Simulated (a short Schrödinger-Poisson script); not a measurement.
Stack: MOS inversion layer, SiO2 on p-type Si(100), at 300 K.

| layer | material | thickness (nm) | Na (cm⁻³) |
|---|---|---|---|
| 1 | SiO2 | 3.3 | - |
| 2 | Si | 1400 | 1e17 |

The device is made up for the run: typed textbook-type constants, with dimensions and the other settings drawn at random. SiO2: permittivity 3.9, conduction-band edge (eV) 3.15, gap (eV) 9, electron mass (mₑ) 0.5. Si: permittivity 11.7, conduction-band edge (eV) 0, gap (eV) 1.124, Nv at 300 K (cm⁻³) 3.1e19.

Channel valleys (confinement mass, in-plane density-of-states mass, number): Δ2 0.916, 0.19, 2; Δ4 0.19, 0.417, 4. At the gate the conduction-band edge of layer 1 lies 3.22 eV − eVg above the Fermi level of the channel; the field vanishes at the back. Gaps are held at their typed values at every temperature. Mesh 0.03 nm at interfaces.

From a short Schrödinger-Poisson script (our own, NumPy): 1D Poisson equation in equilibrium, electrons quantum, Hartree (BenDaniel-Duke, 12 states a valley, the channel's in-plane mass for all, wave functions free to enter the dielectric), parabolic valleys, classical holes, full ionisation, no traps, pinning or gate leakage.

The same stack at other levels of the model or other numerical settings:

| run | sheet density of all electrons at Vg = 2.4 V (cm⁻²) | sheet density of all electrons at Vg = 0.6 V (cm⁻²) | capacitance at Vg = 2.4 V (μF/cm²) | centroid of the channel electrons at Vg = 2.4 V (nm) | rough cost against the base |
|---|---|---|---|---|---|
| base | 1.23e13 | 1.98e12 | 0.950 | 1.49 | about 1 |
| electrons treated as classical, Boltzmann | 1.36e13 | 2.34e12 | 1.02 | 0.51 | 0.03 |
| electrons treated as classical, Fermi-Dirac | 1.32e13 | 2.32e12 | 0.988 | 0.73 | 0.2 |
| mesh six times as coarse | 1.23e13 | 1.98e12 | 0.949 | 1.50 | 0.2 |
| one subband a valley | 1.23e13 | 1.96e12 | 0.950 | 1.43 | 0.5 |

The classical rows ignore confinement, and Boltzmann statistics overrate the density once the band edge passes the Fermi level.
